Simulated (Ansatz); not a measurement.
CdSe (F-43m) under hydrostatic pressure: hole conductivity mass by PBEsol with spin-orbit coupling, rigid bands (plane waves, PAW; Ansatz, an electronic-structure program). The unloaded cell, whose axes the loads refer to:

```
CELL_PARAMETERS angstrom
      0.00000     3.04073     3.04073
      3.04073     0.00000     3.04073
      3.04073     3.04073     0.00000
ATOMIC_POSITIONS crystal
  Cd 0.00000 0.00000 0.00000
  Se 0.75000 0.75000 0.75000
```

| hydrostatic pressure (GPa) | volume per atom (Å³) | hole conductivity mass (mₑ) |
|---|---|---|
| -2 | 29.34 | 0.823 |
| 0 | 28.11 | 0.763 |
| 2 | 27.14 | 0.719 |
| 5 | 25.97 | ? |
| 10 | 24.48 | 0.611 |

### Question
Fit a straight line to ln(hole conductivity mass) against the load over the rows given, and predict the row at 5 GPa.

### Answer
The means are x̄ = 2.500 GPa and ȳ = -0.3220; Σ(x − x̄)(y − ȳ) = -1.977 and Σ(x − x̄)² = 83.00, so the slope is -2.38 % per GPa, and the rows given lie within 2.0 % of the line. At 5 GPa the line gives 0.683 mₑ; the calculation gives 0.669 mₑ, 2.1 % from it.

Masses are for dilute carriers at 300 K, harmonic means over directions unless an axis is named. Stresses and pressures are the targets of the relaxation. The structure type is held at every load. Geometry: cell and atoms relaxed with PBEsol.
